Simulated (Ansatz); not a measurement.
A self-consistent single point of Li2HfO3 (Cm, 6 atoms in the cell) with Ansatz (a first-principles code).

Computed with PBEsol, default PAW files made with PBE (plane waves; Ansatz).

The change in words: lattice scaled by 0.98; basis.ecutwfc: 420 eV → 505 eV. Reference geometry:
```
CELL_PARAMETERS angstrom
      4.80618    -2.09009     0.00000
      4.80618     2.09009     0.00000
     -0.06897     0.00000     3.19758
ATOMIC_POSITIONS crystal
  Li 0.65680 0.65680 0.52283
  Li 0.34331 0.34331 0.49281
  Hf 0.00000 0.00000 0.00000
  O  0.85976 0.85976 0.49067
  O  0.14024 0.14024 0.50933
  O  0.50000 0.50000 0.00000
```

Reference input (self-consistent single point, DFT, PBEsol, plane waves, default PAW files made with PBE): basis.ecutwfc = 420 eV; kpoints.mp_grid.grid = 6 6 7; hamiltonian.xc = pbesol; hamiltonian.pseudopotentials = {kind: paw} (the program's default PAW files); scf.occupations.method = fermi_dirac; scf.occupations.width = 0.02 eV. This run's input differs from it in these lines:

Ansatz 0.2 input:
```diff
@@ -3,5 +3,5 @@
   lattice:
-    - [4.806183, -2.090086, 0.000000]
-    - [4.806183, 2.090086, 0.000000]
-    - [-0.068967, 0.000000, 3.197582]
+    - [4.710059, -2.048284, 0.000000]
+    - [4.710059, 2.048284, 0.000000]
+    - [-0.067588, 0.000000, 3.133630]
   atoms:
@@ -14,3 +14,3 @@
 basis:
-  ecutwfc: 420.0 eV
+  ecutwfc: 505.0 eV
 kpoints:
```

Output, abridged:

```
SCF iter   1: F=—  HF=-17695.807775 eV  |F-HF|=—  |Δ(HF+E_count)|=         —  Δρ=1.66e-2  dr2=1.48e-1  ethr=1.77e-3  ⟨swp⟩=6.4  Hψ=8865  notcnv=0
all-band conjugate gradients solve this SCF's bands
preconditioner: auto → Resta (q_TF=auto, 2.643 Å⁻¹)
SCF iter   2: F=—  HF=-17695.769766 eV  |F-HF|=—  |Δ(HF+E_count)|=   3.80e-2  Δρ=3.22e-3  dr2=2.33e-3  ethr=2.95e-4  ⟨swp⟩=2.0  Hψ=3991  notcnv=0  defer=133
   [... lines left out ...]
SCF iter   5: F=—  HF=-17695.769097 eV  |F-HF|=—  |Δ(HF+E_count)|=   6.12e-5  Δρ=1.53e-4  dr2=1.47e-5  ethr=2.20e-7  ⟨swp⟩=2.0  Hψ=3439  notcnv=0  defer=133
SCF iter   6: F=—  HF=-17695.769110 eV  |F-HF|=—  |Δ(HF+E_count)|=   1.25e-5  Δρ=4.26e-5  dr2=1.23e-6  ethr=2.94e-8  ⟨swp⟩=2.0  Hψ=2842  notcnv=0  defer=133
SCF iter   7: F=—  HF=-17695.769110 eV  |F-HF|=—  |Δ(HF+E_count)|=   5.39e-7  Δρ=3.46e-5  dr2=6.14e-7  ethr=2.46e-9  ⟨swp⟩=2.0  Hψ=4123  notcnv=0  defer=133
SCF iter   8: F=-17695.769110 eV  HF=-17695.769110 eV  |F-HF|=2.82e-9  |Δ(HF+E_count)|=   5.19e-8  Δρ=7.41e-6  dr2=3.68e-8  ethr=2.00e-10  ⟨swp⟩=7.4  Hψ=11247  notcnv=0
SCF 1 converged in 8 iterations: F = -17695.769110 eV  dr2 = 3.68e-8
Free energy (F): -17695.769110 eV
Internal energy: -17695.769110 eV  (E = F + TS)
E sigma→0 (E₀):  -17695.769110 eV
Fermi energy:    10.989762 eV
--- Forces (eV/Å), atoms counted from 1 ---
  atom   1  Li     0.01734866     0.00000000    -0.09239357
  atom   2  Li    -0.00997477     0.00000000    -0.01343160
  atom   3  Hf     0.00027304     0.00000000     0.04235903
  atom   4  O     -0.83810015     0.00000000    -0.00817656
  atom   5  O      0.83330640     0.00000000     0.07139677
  atom   6  O     -0.00285382     0.00000000     0.00024974
--- Stress (GPa, compression-positive) ---
        7.081195      -0.000000      -0.142358
       -0.000000       9.218975      -0.000000
       -0.142357      -0.000000       9.736189
  P = ⅓ Tr σ = 8.6788 GPa (86.788 kbar)
  The stress holds the Pulay correction. Without it, at fixed plane waves, as pw.x and ABINIT print it: P = 8.6614 GPa
```

The run converged in 8 iterations. Against the reference run the free energy goes up by 8.3 meV/atom, the pressure goes from -2.15 to 8.68 GPa, the largest force goes from 0.096 to 0.838 eV/Å and the gap on the mesh goes from 4.149 to 4.302 eV.

The starting cell comes from a database of computed structures (which also holds hypothetical and non-ambient phases and stackings), without a prior relaxation at this level. Its lattice was rescaled by up to half a per cent. One atom was moved a little off its site on purpose. For this run, on top of that: lattice scaled by 0.98. Spin-orbit coupling is off. Ansatz's pressure includes its estimate of the finite-basis (Pulay) stress.
